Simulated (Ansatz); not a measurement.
# A computed series for Ca3SiO: pressure series

The parent structure is Ca$_{3}$SiO (space group Imma, No. 74; a = 6.5828 Å, b = 9.3087 Å, c = 6.6031 Å; a cell from a computed database, its experimental status unchecked).

Cell and atoms are relaxed at each pressure.

Calculations: PBEsol, PAW, 420 eV (Ansatz, a quantum-chemistry and plane-wave program; no spin-orbit coupling).

Two rows of this table had their results exchanged by mistake.

```csv
pressure,volume per atom (Å³),shortest distance (Å),band gap
pressure −2 GPa,20.92,2.364,zero
pressure −1 GPa,20.56,2.350,zero
pressure 0.3 GPa,20.14,2.333,zero
pressure 0.7 GPa,17.94,2.241,zero
pressure 1.5 GPa,19.79,2.319,zero
pressure 3 GPa,19.39,2.302,zero
pressure 5 GPa,18.92,2.283,zero
pressure 7.5 GPa,18.40,2.261,zero
pressure 10 GPa,20.02,2.328,zero
```

Problem. Which two?

Solution. The rows for pressure 0.7 GPa and pressure 10 GPa: the volume has to fall steadily with pressure, so 20.02 Å³ belongs to pressure 0.7 GPa and 17.94 Å³ to pressure 10 GPa.

The mesh was chosen for an insulator and is coarse for the gapless case. Load acts through the strain it causes; cell and atoms are relaxed under it. No phonon test of stability was made. No other phases were tried under pressure. The final runs are not spin-polarised. Gaps under 0.05 eV, about the width of the smearing, are given as zero. A zero or small gap of Ca3SiO can be the functional's error rather than a property of the material.
